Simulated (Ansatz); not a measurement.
**CsPbCl3 under a change: biaxial strain −2.00 %, plane normal [111], relaxed out of plane**

Base system: CsPbCl3 in the cubic perovskite structure (space group Pm-3m, No. 221; a = 5.5209 Å). Axes: x, y, z lie along the cube axes.

Perturbation: biaxial strain −2.00 %, plane normal [111], relaxed out of plane (Cartesian); in-plane vectors clamped, the third vector and the atoms free.

The values are results of LDA, PAW, 420 eV (Ansatz, an electronic-structure program; no spin-orbit coupling), not measurements. k-mesh 6×6×6 (Γ-centred); smearing 0.05 eV (Fermi–Dirac).

- Volume per atom = 33.32 Å³ (base 33.65 Å³)
- Space group = R-3m (No. 166) (base Pm-3m (No. 221))
- Shortest interatomic distance = 5.202 bohr (base 5.216 bohr)
- Energy relative to the base (free energy F) = +1.8 meV/atom
- Pressure (mean of the normal stresses, compression positive) = 2.8 kbar (base 0.0 kbar)
- Band gap = 1.41 eV (base 1.53 eV)
- Gap character = direct at T
- Hole mass = 0.13 mₑ along k, 0.14 mₑ across (at R) (base 0.14 mₑ (at R))
- Out-of-plane strain = +3.10 %
- Ratio −ε⊥/ε∥ = 1.55
- Mean in-plane stress (compression positive) = +0.4 GPa

Final structure (turned so that z lies along the plane normal):

```xyz
5
Lattice="7.6515 0.0000 0.0000 3.8258 6.6264 0.0000 3.8258 -2.2088 3.2862" Properties=species:S:1:pos:R:3 pbc="T T T"
Cs     0.0000     0.0000     0.0000
Pb     3.8258     2.2088     1.6431
Cl     3.8258     0.0000     0.0000
Cl     1.9129     3.3132     0.0000
Cl     5.7386     3.3132     0.0000
```

Spin-orbit coupling, missing from the scalar runs, can matter with Pb. Masses are band curvatures over ±0.01 Å⁻¹ around the edge. Along k means along the line from Γ to the band edge. No phonon test of stability was made. Many cubic perovskites are stable only at high temperature; tilts and polar distortions were not tested. This is not the structure that CsPbCl3 has at room temperature and ambient pressure. k-point labels follow each cell's own Brillouin zone.
